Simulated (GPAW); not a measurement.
A self-consistent single point of Be3N2 (P1, 5 atoms in the cell) with GPAW.

Method: LDA (Perdew-Wang 92), GPAW PAW datasets LDA (gpaw-data 1.0.1) (plane waves; GPAW).

The change in words: atoms moved at random. Reference geometry:
```xyz
5
Lattice="1.4198 0.8197 4.8662 -1.4198 0.8197 4.8662 0.0000 -1.6395 4.8662" Properties=species:S:1:pos:R:3 pbc="T T T"
Be     0.0000     0.0000    12.5402
Be     0.0000     0.0000     4.6378
Be     0.0000     0.0000     1.2965
N      0.0000     0.0000     2.9805
N      0.0000     0.0000    10.3422
```

Reference input (self-consistent single point, DFT LDA (Perdew-Wang 92), plane waves, GPAW PAW datasets LDA (gpaw-data 1.0.1)): mode = pw; ecut = 900 eV; xc = LDA; kpts = 9 9 9; mesh shift (steps) = 0 0 0; occupations.name = fixed-uniform; nbands = -6; convergence.density = 1e-05 e/electron; convergence.energy = 1e-05 eV/electron; convergence.bands = -4; symmetry.symmorphic = false; symmetry.tolerance = 0.0005. This run's input differs from it in these lines:

```diff
@@ -8,7 +8,7 @@
                     [0.000000, -1.639450, 4.866217]],
-              positions=[[-0.000000, 0.000000, 12.540197],
-                         [0.000000, -0.000000, 4.637845],
-                         [-0.000000, -0.000000, 1.296506],
-                         [0.000000, -0.000000, 2.980461],
-                         [-0.000000, 0.000000, 10.342225]],
+              positions=[[0.005492, 0.019311, 12.577200],
+                         [-0.039241, -0.003007, 4.627471],
+                         [0.026722, 0.024768, 1.283231],
+                         [-0.005455, -0.005059, 2.972952],
+                         [0.012482, -0.036011, 10.336375]],
               pbc=True)
```

The program printed (abridged):

```
     iter     time        total  log10-change:
                         energy   eigst   dens
iter:   1 --:--:--   -39.453389   +0.46
iter:   2 --:--:--   -38.776958   -0.74  -0.67
iter:   3 --:--:--   -36.683721   -0.47  -0.72
iter:   4 --:--:--   -36.661032   -2.14  -1.13
iter:   5 --:--:--   -36.616572   -2.26  -1.23
iter:   6 --:--:--   -36.607894   -2.18  -1.97
iter:   7 --:--:--   -36.604731   -2.82  -2.08
iter:   8 --:--:--   -36.604782   -4.50  -2.42
iter:   9 --:--:--   -36.604855c  -3.26  -2.55
iter:  10 --:--:--   -36.604129   -3.87  -2.53
iter:  11 --:--:--   -36.604130   -5.65  -3.52
iter:  12 --:--:--   -36.604132c  -5.39  -3.55
iter:  13 --:--:--   -36.604125c  -5.59  -3.46
iter:  14 --:--:--   -36.604126c  -6.42  -3.77
iter:  15 --:--:--   -36.604123c  -6.12  -3.73
iter:  16 --:--:--   -36.604123c  -6.79  -3.87
iter:  17 --:--:--   -36.604123c  -7.57c -4.40
iter:  18 --:--:--   -36.604123c  -8.77c -4.72
iter:  19 --:--:--   -36.604123c  -8.38c -4.79
iter:  20 --:--:--   -36.604123c  -8.98c -5.06c
Converged after 20 iterations.

Dipole moment: (-0.132470, -0.187984, -8.377489) |e|*Ang

Energy contributions relative to reference atoms: (reference = -4121.314226)

Kinetic:        +34.576576
Potential:      -29.185394
External:        +0.000000
XC:             -42.048208
Entropy (-ST):   +0.000000
Local:           +0.052903
SIC:             +0.000000
--------------------------
Free energy:    -36.604123
Extrapolated:   -36.604123

Showing only first 2 kpts
 Kpt  Band  Eigenvalues  Occupancy
  0     6      6.75817    2.00000
  0     7      6.89090    2.00000
  0     8     12.92838    0.00000
  0     9     14.66750    0.00000

  1     6      6.31622    2.00000
  1     7      6.57081    2.00000
  1     8     13.36858    0.00000
  1     9     14.54016    0.00000

Fermi level: 8.26232

Gap: 2.743 eV
Transition (v -> c):
   [... lines left out ...]
Direct gap: 3.876 eV
   [... lines left out ...]
Energy (eV): -36.604123

Forces in eV/Ang:
  0 Be   -0.16834   -0.46685   -0.33797
  1 Be    0.26782   -0.00477    0.13149
  2 Be   -0.26999   -0.34261    0.20653
  3 N     0.19922    0.42851    0.19269
  4 N    -0.02868    0.38507   -0.19253

Stress tensor:
     0.034682     0.012718    -0.003006
     0.012718     0.018379     0.003399
    -0.003006     0.003399     0.016031
Stress (GPa, Voigt): [ 5.5566  2.9447  2.5684  0.5446 -0.4816  2.0377]
```

The run converged in 20 iterations. GPAW prints stress with tension positive. Against the reference run the free energy rises by 7.1 meV/atom, the largest force goes from 0.023 to 0.600 eV/Å and the gap on the mesh goes from 2.886 to 2.743 eV.

At such cutoffs GPAW's stress carries a finite-basis (Pulay) error, which enters relaxed cells too; its log prints stress with tension positive.

The starting cell comes from a database of computed structures (which also holds hypothetical and non-ambient phases and stackings), without a prior relaxation at this level. For this run, on top of that: atoms moved at random.

Cost on one core of a shared machine: roughly 6 min.
